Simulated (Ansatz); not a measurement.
System: NbCl5 (C2/m, No. 12). Method: r²SCAN+rVV10 (plane waves, PAW; Ansatz, a quantum-chemistry and plane-wave program).

Numerical settings: plane-wave cutoff 560 eV, 4×4×6 k mesh (along the axes of the cell as run), Fermi–Dirac smearing 0.01 eV, no spin polarisation, scalar-relativistic PAW data made under PBE.

Computed at the level's own relaxed cell.

Task: Give the computed band gap and direct gap at Γ.

Result: 
- band gap = 2.45 eV (on the SCF k mesh)
- direct gap at Γ = 2.48 eV

Note: the relaxation could not lower the start's symmetry, so the cell can be a saddle point above a distorted one.

Spin–orbit coupling is not included.

The computed numbers hold no vibrational or temperature effects.
